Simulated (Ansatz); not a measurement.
# TiO2, pressure series

Consider TiO2 in the anatase structure (space group I4_1/amd, No. 141).

```cif
data_O4Ti2
_chemical_formula_sum 'Ti2 O4'
_space_group_name_H-M_alt 'P 1'
_space_group_IT_number 1
_cell_length_a 5.46939
_cell_length_b 5.46939
_cell_length_c 5.46939
_cell_angle_alpha 139.682
_cell_angle_beta 139.682
_cell_angle_gamma 58.336
loop_
_space_group_symop_operation_xyz
  'x, y, z'
loop_
_atom_site_label
_atom_site_type_symbol
_atom_site_fract_x
_atom_site_fract_y
_atom_site_fract_z
_atom_site_occupancy
Ti1 Ti 0.75000 0.25000 0.50000 1
Ti2 Ti 0.00000 0.00000 0.00000 1
O1 O 0.54247 0.04247 0.50000 1
O2 O 0.79247 0.79247 0.00000 1
O3 O 0.20753 0.20753 0.00000 1
O4 O 0.95753 0.45753 0.50000 1
```

Cell and atoms are relaxed at each pressure.

All numbers come from PBEsol (Ansatz, a first-principles code, PAW, no spin-orbit coupling).

Candidates:
(a) pressure 22.5 GPa
(b) pressure 0.9 GPa
(c) pressure 4.5 GPa
(d) pressure −2 GPa
(e) pressure 9 GPa

Base values:

| Quantity | Result |
|---|---|
| c/a ratio | 2.534 |

Problem. Order them by c/a ratio, lowest first.

Solution. (a) pressure 22.5 GPa (2.344), (e) pressure 9 GPa (2.459), (c) pressure 4.5 GPa (2.497), (b) pressure 0.9 GPa (2.527), (d) pressure −2 GPa (2.549)

Load acts through the strain it causes; cell and atoms are relaxed under it. No phonon test of stability was made. Competing high-pressure phases were not computed. The final runs are not spin-polarised.
